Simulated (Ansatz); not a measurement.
# Hypothetical rock salt GaAs, pressure series

Take GaAs in the rock salt structure (space group Fm-3m, No. 225; a hypothetical phase, not in the database extracts checked) as the base.

```xyz
2
Lattice="0.0000 2.6519 2.6519 2.6519 0.0000 2.6519 2.6519 2.6519 0.0000" Properties=species:S:1:pos:R:3 pbc="T T T"
As     0.0000     0.0000     0.0000
Ga     2.6519     2.6519     2.6519
```

Cell and atoms are relaxed at each pressure.

All numbers come from PBEsol (Ansatz, a first-principles code, PAW, no SOC), earlier PAW set.

Notes on the quantities. enthalpy: H = E + PV relative to the base's energy.

```
variant                enthalpy  volume per atom
----------------  -------------  ---------------
base                          –         18.65 Å³
pressure −2 GPa   -0.24 eV/atom         19.14 Å³
pressure −1 GPa   -0.12 eV/atom         18.89 Å³
pressure 0.3 GPa  +0.03 eV/atom         18.58 Å³
pressure 0.7 GPa  +0.08 eV/atom         18.50 Å³
pressure 1.5 GPa  +0.17 eV/atom         18.33 Å³
pressure 3 GPa    +0.34 eV/atom         18.03 Å³
pressure 5 GPa    +0.57 eV/atom         17.68 Å³
pressure 7.5 GPa  +0.84 eV/atom         17.28 Å³
pressure 10 GPa   +1.11 eV/atom         16.93 Å³
```

Load acts through the strain it causes; cell and atoms are relaxed under it. Stability against distortions was not tested. No other phases were tried under pressure. All final runs are without spin polarisation.
